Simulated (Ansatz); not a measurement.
Take ZnCu in the CsCl type structure (space group Pm-3m, No. 221; a = 2.908 Å; relaxed with 0.1 eV smearing) as the base. Axes: x, y, z lie along the cube axes.

Calculations: Ansatz (an electronic-structure program), PBEsol, PAW, cutoff 420 eV, no spin-orbit coupling.

For the base:

| Quantity | Value |
|---|---|
| Pressure | 0.0 GPa |
| Shortest interatomic distance | 251.9 pm |

Perturbation: tensor shear ε_xy = +2.00 % (engineering shear γ = 0.0400); the atoms relax in the strained cell.

Q: How does this affect the pressure, energy relative to the base and shortest interatomic distance?

A: The pressure (mean of the normal stresses, compression positive) goes from zero to 0.3 GPa; the energy rises by 6.1 meV/atom; the shortest interatomic distance drops by 3.35 pm, from 251.9 pm to 248.5 pm.

No phonon test of stability was made. The final runs are not spin-polarised.
